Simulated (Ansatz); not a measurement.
Results of Hartree–Fock (Ansatz, an electronic-structure program, PAW) for fluorite PtAl2.

Settings: plane-wave cutoff 460 eV, 8×8×8 k mesh, Fermi–Dirac smearing 0.05 eV, scalar-relativistic PAW data made under PBE.

Pressure at four volumes; x = ln(V/17.713 Å³). One pressure is withheld.

| V (Å³/atom) | x | P (GPa) |
|---|---|---|
| 16.828 | -0.0513 | 7.80 |
| 17.713 | 0.0000 | 0.22 |
| 18.156 | 0.0247 | -2.87 |
| 18.599 | 0.0488 | ? |

Problem. Pass a parabola P(x) through the three rows shown, estimate the bulk modulus and its pressure derivative near zero pressure, and predict the withheld pressure.

Solution. Slopes between the rows: (0.22 − (7.80))/(0.0000 − (-0.0513)) = -147.76 and (-2.87 − (0.22))/(0.0247 − (0.0000)) = -125.10 GPa. Their difference over the span 0.0760 is c = 22.66/0.0760 = 298.2 GPa, so P(x) = 7.80 + (-147.76)(x − (-0.0513)) + 298.2 (x − (-0.0513))(x − (0.0000)). At the middle row B = −dP/dx = −[-147.76 + 298.2 × 0.0513] = 132.5 GPa, and B′ = dB/dP = 2c/B = 4.5. At x = 0.0488 the parabola gives -5.53 GPa; the run gives -5.56 GPa. The Birch–Murnaghan fit to the energies at all volumes has B0 = 131 GPa and B′ = 4.4.

Spin–orbit coupling is not included.
